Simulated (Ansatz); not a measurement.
The starting structures come from a database of crystals and need not be the phases stable at ambient conditions.

The decay constant κ of evanescent states in the gap governs leakage through a thin film.

```yaml
crystal:
  lattice:
    - [6.69101, 0.00000, 0.00000]
    - [0.00000, 11.81046, 0.00000]
    - [-1.07690, -5.90523, 3.18528]
  atoms:
    - { symbol: Ga, position: [0.50424, 0.78235, 0.06172] }
    - { symbol: Ga, position: [0.00424, 0.27937, 0.06172] }
    - { symbol: Ga, position: [0.50133, 0.41436, 0.99980] }
    - { symbol: Ga, position: [0.00133, 0.58544, 0.99980] }
    - { symbol: Se, position: [0.88678, 0.58385, 0.32426] }
    - { symbol: Se, position: [0.38678, 0.74041, 0.32426] }
    - { symbol: Se, position: [0.36396, 0.04838, 0.26682] }
    - { symbol: Se, position: [0.86396, 0.21844, 0.26682] }
    - { symbol: Se, position: [0.39128, 0.38628, 0.28786] }
    - { symbol: Se, position: [0.89128, 0.90158, 0.28786] }
```

Space group of this cell: Cc. The cell is taken as given; by PBEsol its mean pressure is -0.5 GPa.

Transport runs along the normal of the first two printed cell vectors.

No gap correction and no spin-orbit coupling; mid-gap values are interpolated between computed energies.

Task: Estimate the band gap and the smallest decay constant κ at mid-gap that PBEsol (Ansatz, a first-principles code) returns for this system.

Result: Gap 1.09 eV on a 6×10×10 mesh; κ = 0.112 1/Å, at the zone centre.
